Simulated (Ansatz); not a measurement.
The reference is Bi₂SiO₅ (space group Cmc2_1, No. 36; a = 15.1689 Å, b = 5.4807 Å, c = 5.3272 Å; a cell from a computed database, its experimental status unchecked). Axes: x, y, z lie along a, b, c of the conventional cell.

The change: uniaxial strain ε_yy = +3.60 %, all other strain components held at zero, atoms relaxed at fixed cell.

Level of theory: PBEsol (Ansatz, a program for electronic structure), no spin-orbit coupling.

Base, band edges from the VBM (valence, conduction): T -0.53, 4.11; Z -0.33, 3.76; R -0.27, 4.23; S -0.31, 3.74; Γ 0.00, 2.73; Y -0.47, 2.70; G₀ -0.28, 4.26; B₀ -0.28, 4.26; Δ₀ -0.31, 3.76; F₀ -0.31, 3.76 eV.

Question: Give the band edges at the high-symmetry points of the new zone, measured from its valence-band maximum.

Answer: 
```csv
point,valence edge (eV),conduction edge (eV)
Γ,0.00,2.59
Y,-0.38,2.68
F₀,-0.31,3.69
Δ₀,-0.31,3.69
Z,-0.29,3.66
B₀,-0.27,4.22
G₀,-0.27,4.22
T,-0.45,4.02
S,-0.31,3.68
R,-0.26,4.20
```

The gap is 2.59 eV, direct at Γ.

Spin-orbit coupling, missing from the scalar runs, can matter with Bi. No phonon test of stability was made.
